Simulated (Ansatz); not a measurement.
# HfC: strain along the normal

HfC (rock salt, Fm-3m, 12.223 Å³/atom at rest) under an equal strain ε in the (001) plane with the normal axis free, as in a coherent film. PBEsol in Ansatz, a plane-wave DFT program (PAW, default set), 420 eV, 22×22×22 Γ-centred mesh, Fermi-Dirac smearing 0.10 eV; ions are relaxed within the symmetry of each cell.

Here s stands for strain and y for normal strain.

```
strain (%)  normal strain (%)
----------  -----------------
-3.00                       ?
-1.50                    0.59
-1.00                    0.39
-0.50                    0.19
0.00                     0.00
0.50                    -0.19
1.00                    -0.38
1.50                    -0.56
```

Q: Using a straight line, estimate the missing y at s = -3.00 from the other rows, showing the fit.

A: Means: s 0, y 0.006. About the means, the sum of products is -2.6850 and the sum of squares of s is 7.0000; the slope is their ratio. Least squares gives y = 0.006 - 0.3836·s. Residuals (row less fit): 0.009, 0.000, -0.008, -0.006, -0.004, -0.002, 0.009; standard error 0.008 (degrees of freedom: 5). The slope, -0.38 ± 0.00, is the elastic response of the normal axis, −2C12/C11 for this plane. At the withheld row, y = 0.006 - 0.3836 × (-3.0) = 1.157%. The calculation gives 1.19%, 0.033% above the prediction (1.9 % of the range of y in the table). The row lies outside the fitted rows, so this is an extrapolation. From the scatter of the fitted rows alone, a prediction at this place has a standard error of 0.012%, so the miss is 2.8 times that.

One order more, fitted to all 13 runs of the series, follows each within 0.01, so the miss is the next term of a smooth law. In a metal these values are sensitive to mesh and smearing; energies are taken to zero smearing, stresses follow the free energy. Rows are the converged runs of the series near zero and its far end; series whose fitted rows scatter by over a few per cent of the range, as at a crossing or softening among them, aren't shown in this form. Most that stay on the fit to the last digits aren't either.
